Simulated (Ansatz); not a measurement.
Consider KTaO3 in the cubic perovskite structure (space group Pm-3m, No. 221; a = 4.0232 Å).

Method: Kohn–Sham DFT with the PBE functional, run in Ansatz (an electronic-structure program) with PAW and 420 eV plane waves, spin-orbit coupling left out, earlier PAW set.

Carriers are added at fixed cell with a uniform background; the Fermi–Dirac width is that of 300 K.

One change was made to it. Results:

The gap between the host's bands goes up by 0.52 eV (2.17 eV → 2.69 eV); the Fermi level relative to the doped band's edge (positive inside the band; to 0.05 eV) comes out as +0.90 eV; the gap character stays indirect, R → Γ.

**Question.** What was done to the base?
A. electrons 2.0×10^21 cm⁻³
B. electrons 1.0×10^22 cm⁻³
C. holes 5.0×10^21 cm⁻³

**Answer.** B, electrons 1.0×10^22 cm⁻³. For comparison, the Fermi level from band edge in the other runs: electrons 2.0×10^21 cm⁻³ gives +0.30 eV; holes 5.0×10^21 cm⁻³ gives +0.15 eV.

Carriers are added with a uniform compensating background; total energy and stress of such cells depend on the potential's zero and are not compared; many-body gap narrowing is missing at this level. Spin-orbit coupling, missing from the scalar runs, can matter with Ta. No phonon test of stability was made.
